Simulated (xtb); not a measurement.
xtb 6.7.1, GFN1-xTB: CC(C)(C)c1ccc2c(c1)sc1cc(/C=C/c3cc4c(s3)-c3sccc3C4(C)C)ccc12, 58 atoms. The geometry is a generated start, not checked to be a minimum at this level.

| Quantity | Value |
|---|---|
| method | GFN1-xTB |
| --acc | 1 (default) |
| --etemp (K) | 300 (default) |
| detailed input (--input) | none: ANC optimiser, Lindh (1995) Hessian, microcycle=20, maxdispl=1.0, hlow=0.01 (default) |
| basis functions | 198 |
| valence electrons | 160 |

The structure is relaxed from this start with --opt LEVEL for the levels crude, sloppy, loose, lax, normal, tight, vtight, extreme, once each. Up to the end of the extreme run atoms move by at most 1.3 Å along an axis.

Choose the cheapest level whose final energy lies within 1 meV of that of extreme.

tight: 68 cycles against 94, ending 0.33 meV above.

```csv
level,cycles,energy above the extreme run (meV),gradient norm (eV/Å)
crude,5,54,0.41
sloppy,9,35,0.16
loose,12,31,0.12
lax,22,20,0.030
normal,47,1.8,0.015
tight,68,0.33,0.0043
vtight,94,under 0.01,0.0028
extreme,94,—,0.0028
```
